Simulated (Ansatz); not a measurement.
**SrCrO3 under a change: x(Te) = 0.333, 10 atoms, Imma**

The reference is SrCrO3 in the cubic perovskite structure (space group Pm-3m, No. 221; a = 3.789 Å; ferromagnetic; a cell from a computed database, its experimental status unchecked).

The other end (x = 1) is SrCrTe₃ in the cubic perovskite structure (space group Pm-3m, No. 221; ferromagnetic; a hypothetical phase, not in the database extracts checked): 29.46 Å³/atom, gap zero; this end may not be an ambient phase.

Modification: a fraction x = 0.333 of the O sites is given to Te, ordered in a cell of 10 atoms (starting symmetry Imma) and fully relaxed.

Method: PBEsol (Ansatz, a first-principles code, PAW, no spin-orbit coupling). Γ-centred 10×10×10 mesh, Fermi–Dirac width 0.05 eV, for the changed cell.

Volume per atom: 16.70 Å³ (base 10.88 Å³)
Density: 5.95 g/cm³ (base 5.73 g/cm³)
Shortest interatomic distance: 1.965 Å (base 1.894 Å)
Band gap: zero (base zero)
Magnetic state: ferromagnetic (base ferromagnetic)
Largest site moment: 2.20 μB (base 1.43 μB)
Mixing energy: +0.39 eV/atom (to 0.01 eV only: unlike meshes or grids) (against an end that may be hypothetical)
Deviation of the volume from the linear (Vegard-type) interpolation: -2.2 %

Each cell is one ordered arrangement of few atoms, which overstates ordering effects compared with a random alloy. Whether these cells are dynamically stable was not tested. No Hubbard U is applied and the magnetic state is the run's own (SrCrTeO2 ferromagnetic; SrCrO3 ferromagnetic); small cells can't hold the antiferromagnetic order that many such compounds have, so gaps and moments can be off. Many cubic perovskites are stable only at high temperature; tilts and polar distortions were not tested.
